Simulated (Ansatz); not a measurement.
Functionals compared on the (332) surface of bcc W in its 1x1 cell, outermost plane spacing 0.68 Å in the ideal cut, in Ansatz (plane waves, PAW). The structure was relaxed with PBE; the other rows are single points on it, each with its references at the same level. Cutoff 420 eV (500 eV for r2SCAN).

Slab: 16 atoms, 10.2 Å thick at the start (thin: gaps and levels are the slab's own); k 8x7x1, smearing 0.1 eV, dipole-corrected; all atoms relaxed; held to the start's symmetry, so lower structures may exist; no spin, no spin-orbit, no U. These notes are the PBE run's.

```
functional  surface energy (J/m²)  work function of the top face (eV)   rough cost of the single point
----------  ---------------------  ----------------------------------  -------------------------------
PBE                          3.57                                4.17                                –
LDA                           ___                                 ___         roughly 2.7 core-minutes
PBEsol                       3.89                                4.27  around 2.6 core-minutes (rough)
RPBE                         3.40                                4.04      very roughly 3 core-minutes
r2SCAN                       3.86                                4.21      very roughly 4 core-minutes
```

### Question
Some entries are withheld; supply them.

### Answer

- LDA, surface energy (J/m²): 3.94
- LDA, work function of the top face (eV): 4.45

Ansatz is a quantum-chemistry and plane-wave program.
